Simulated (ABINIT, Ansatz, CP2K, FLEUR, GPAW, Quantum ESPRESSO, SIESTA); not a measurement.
**Code comparison for As (R-3m, 2 atoms in the cell)**

Self-consistent single point.

```xyz
2
Lattice="1.8774 1.0839 3.7043 -1.8774 1.0839 3.7043 0.0000 -2.1678 3.7043" Properties=species:S:1:pos:R:3 pbc="T T T"
As     0.0000     0.0000     2.4941
As     0.0000     0.0000     8.6189
```

All programs got the same cell, k-point mesh and kind of occupations (in Ansatz's words: kpoints.mp_grid.grid = 11 11 11; scf.occupations.method = fermi_dirac; scf.occupations.width = 0.1 eV); potentials, basis and cutoffs are each program's usual ones.

| code | model | pressure (GPa) | largest force (eV/Å) | k-points | cutoff |
|---|---|---|---|---|---|
| CP2K | PBE, GPW, DZVP-MOLOPT-SR-GTH basis, GTH-PBE potentials (GTH_POTENTIALS) | 2.38 | 0.407 | 666 | grid 400 Ry |
| ABINIT | PBE, norm-conserving pseudopotentials (PseudoDojo nc-sr-05 PBE standard) | 1.86 | 0.257 | 146 | 42 Ha |
| FLEUR | PBE, all-electron FLAPW (FLEUR), scalar-relativistic valence | – | 0.349 | 146 | Kmax 3.5 1/bohr |
| Quantum ESPRESSO | PBE, PSlibrary ultrasoft (PBE) pseudopotentials | 1.86 | 0.287 | 146 | 30 Ry |
| SIESTA | GGA PBE, numerical atomic orbitals TZP, PseudoDojo PBE standard norm-conserving potentials (rewritten from UPF to PSML) | 5.60 | 0.931 | 666 | grid 350 Ry |
| Ansatz | PBE, PAW files | 1.76 | 0.250 | 146 | default |
| GPAW | PBE, GPAW PAW datasets PBE (gpaw-data 1.0.1) | 1.95 | 0.299 | 146 | 600 eV |

A dash marks a value that a program does not give, or that is left out as unsure.

The spread over the programs that give each value: pressure within 3.84 GPa; largest force within 0.681 eV/Å.

The starting cell comes from a database of computed structures (which also holds hypothetical and non-ambient phases and stackings), without a prior relaxation at this level.

### Question
Why do the programs differ, and what cannot be compared?

### Answer
Differences of this kind can come from the potentials, where these differ, and from what each basis and cutoff leave unconverged. The valence holds different numbers of electrons (CP2K 10, ABINIT 30, FLEUR 30, Quantum ESPRESSO 10, SIESTA 30, Ansatz (a program for electronic structure) 30, GPAW 10). The zero of total energies and Fermi levels follows the potentials and each program's conventions, so they are not compared here. CP2K and SIESTA use small atom-centred bases, whose incompleteness enters pressures, forces and empty levels differently from a plane-wave cutoff. FLEUR treats all electrons, but the usual bases taken here (sphere radii, linearisation, local orbitals, empty states) were not tested for convergence, so the values are no reference for the others. Ansatz's pressure is given at a fixed set of plane waves, as the other plane-wave codes print theirs. The programs reduce the same mesh by symmetry to different extents, which changes the work and not the result. In the pressure, SIESTA (by 3.74) lies more than 1 GPa from the median of the plane-wave programs. In the force vectors, CP2K (by 0.135) and SIESTA (by 0.660) lie more than 0.08 eV/Å from the median of the plane-wave programs.

Left out of this page: Elk (not drawn, or without a comparable value).

Keys are those of Ansatz 0.2.
